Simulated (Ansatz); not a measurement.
# Relaxation of the atoms of RbLaMg6 (Amm2, 8 atoms in the cell) at several settings

```
RbLaMg6
1.0
    5.42779     0.00000     0.00000
    0.00000     3.61559     6.03105
    0.00000    -3.61559     6.03105
Rb La Mg
1 1 6
Direct
  0.00000   0.14880   0.14880
  0.50000   0.34261   0.34261
  0.50000   0.80086   0.37016
  0.50000   0.37016   0.80086
  0.50000   0.84607   0.84607
  0.00000   0.66071   0.16383
  0.00000   0.16383   0.66071
  0.00000   0.66696   0.66696
```

Base: PBEsol, default PAW files made with PBE (Ansatz, an electronic-structure program). Its settings: kpoints.mp_grid.grid = 6 5 5; hamiltonian.xc = pbesol; hamiltonian.pseudopotentials = {kind: paw} (the program's default PAW files); scf.occupations.method = cold; scf.occupations.width = 0.2 eV. Starting volume 29.59 Å³ per atom.

Each line gives the change from the base single point and the result:

- relax: default → atoms: pressure -0.82 GPa; largest force (vector length) 0.006 eV/Å; relaxation steps 8; free energy against the base single point -1.9 meV/atom.
- atoms moved at random; relax: default → atoms; relax.f_tol: default → 0.1 eV/Å: pressure -0.84 GPa; largest force (vector length) 0.083 eV/Å; relaxation steps 2; free energy against the base single point -0.4 meV/atom.
- atoms moved at random; relax: default → atoms; relax.f_tol: default → 0.03 eV/Å: pressure -0.81 GPa; largest force (vector length) 0.017 eV/Å; relaxation steps 5; free energy against the base single point -1.9 meV/atom.

The starting cell comes from a database of computed structures (which also holds hypothetical and non-ambient phases and stackings), without a prior relaxation at this level. Ansatz's pressure includes its estimate of the finite-basis (Pulay) stress.

Keys are those of Ansatz 0.2.
